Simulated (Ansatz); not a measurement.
Levels about the gap of amorphous Si18B8C12N26 (64 atoms in a cell of 831 Å³, 2.20 g/cm³; zone centre alone, so wide bands show as single levels with stretches between that a denser mesh fills), at the geometry that PBE relaxed, where it gives -1.5 GPa on a denser mesh. The participation number counts the atoms over which a state spreads; weights are charges in smoothed Voronoi cells. The levels come from a single point, so bond lengths are those of that geometry. Method of the levels: r2SCAN, scalar-relativistic without spin-orbit coupling (Ansatz, a program for electronic structure). Sampling: the zone centre alone; Fermi-Dirac width 0.01 eV; collinear spin, started from moments on atoms (the moments died out).

It comes from a melt-quench run on a machine-learned potential (CHGNet), relaxed afterwards by DFT. N atoms were pushed apart under 1.9 Å during the dynamics, to hinder bonds among them. The hot cell started wider than the set density and was brought back towards it in steps. It is the lowest in DFT energy of 2 quenches. It is a model cell: composition and starting density were chosen by hand, and all elements were melted together. No dispersion term was used. Its density started from a set value of 2.20 and ended at 2.20 g/cm³. The quench (nominally 630 K/ps over its main leg) was far faster than any real one, so the model tends to hold more defects than a real film. Values belong to this one cell and scatter from quench to quench. The volume was held where the preparation left it and the shape relaxed, at a PBE pressure of -1.5 GPa (tension). Stress components on the final sampling reach 1.6 GPa. On a 2×2×2 Γ-centred mesh force components of up to 0.27 eV/Å stay, since the relaxation ran on the zone centre alone.

```json
[
 {"E - E(highest filled), eV": "-0.80", "filling": "filled", "spin": "dn", "participation number": "15.7", "largest on": "Si, 2 neighbours", "weight C": "0.23", "weight Si": "0.35", "weight N": "0.35", "weight B": "0.07"},
 {"E - E(highest filled), eV": "-0.66", "filling": "filled", "spin": "up", "participation number": "16.5", "largest on": "Si, 2 neighbours", "weight C": "0.22", "weight Si": "0.33", "weight N": "0.41", "weight B": "0.05"},
 {"E - E(highest filled), eV": "-0.66", "filling": "filled", "spin": "dn", "participation number": "16.5", "largest on": "Si, 2 neighbours", "weight C": "0.22", "weight Si": "0.33", "weight N": "0.41", "weight B": "0.05"},
 {"E - E(highest filled), eV": "-0.48", "filling": "filled", "spin": "up", "participation number": "23.0", "largest on": "N, 3 neighbours", "weight C": "0.19", "weight Si": "0.28", "weight N": "0.43", "weight B": "0.09"},
 {"E - E(highest filled), eV": "-0.48", "filling": "filled", "spin": "dn", "participation number": "23.0", "largest on": "N, 3 neighbours", "weight C": "0.19", "weight Si": "0.28", "weight N": "0.43", "weight B": "0.09"},
 {"E - E(highest filled), eV": "0.00", "filling": "filled", "spin": "up", "participation number": "11.6", "largest on": "Si, 2 neighbours", "weight C": "0.17", "weight Si": "0.48", "weight N": "0.27", "weight B": "0.08"},
 {"E - E(highest filled), eV": "0.00", "filling": "filled", "spin": "dn", "participation number": "11.6", "largest on": "Si, 2 neighbours", "weight C": "0.17", "weight Si": "0.48", "weight N": "0.27", "weight B": "0.08"},
 {"E - E(highest filled), eV": "0.72", "filling": "empty", "spin": "dn", "participation number": "7.8", "largest on": "C, 3 neighbours", "weight C": "0.34", "weight Si": "0.22", "weight N": "0.34", "weight B": "0.11"},
 {"E - E(highest filled), eV": "0.72", "filling": "empty", "spin": "up", "participation number": "7.7", "largest on": "C, 3 neighbours", "weight C": "0.34", "weight Si": "0.22", "weight N": "0.34", "weight B": "0.11"},
 {"E - E(highest filled), eV": "1.06", "filling": "empty", "spin": "dn", "participation number": "7.4", "largest on": "C, 3 neighbours", "weight C": "0.51", "weight Si": "0.21", "weight N": "0.24", "weight B": "0.04"},
 {"E - E(highest filled), eV": "1.06", "filling": "empty", "spin": "up", "participation number": "7.4", "largest on": "C, 3 neighbours", "weight C": "0.51", "weight Si": "0.21", "weight N": "0.24", "weight B": "0.04"},
 {"E - E(highest filled), eV": "1.66", "filling": "empty", "spin": "dn", "participation number": "12.3", "largest on": "Si, 3 neighbours", "weight C": "0.15", "weight Si": "0.48", "weight N": "0.33", "weight B": "0.04"},
 {"E - E(highest filled), eV": "1.66", "filling": "empty", "spin": "up", "participation number": "12.3", "largest on": "Si, 3 neighbours", "weight C": "0.15", "weight Si": "0.48", "weight N": "0.33", "weight B": "0.04"},
 {"E - E(highest filled), eV": "2.00", "filling": "empty", "spin": "dn", "participation number": "24.0", "largest on": "Si, 3 neighbours", "weight C": "0.20", "weight Si": "0.39", "weight N": "0.29", "weight B": "0.12"}
]
```

Most localised among these is the empty level at +1.06 eV, on a C atom, which has 3 neighbours (N 1.38 Å, C 1.46 Å, Si 1.99 Å).
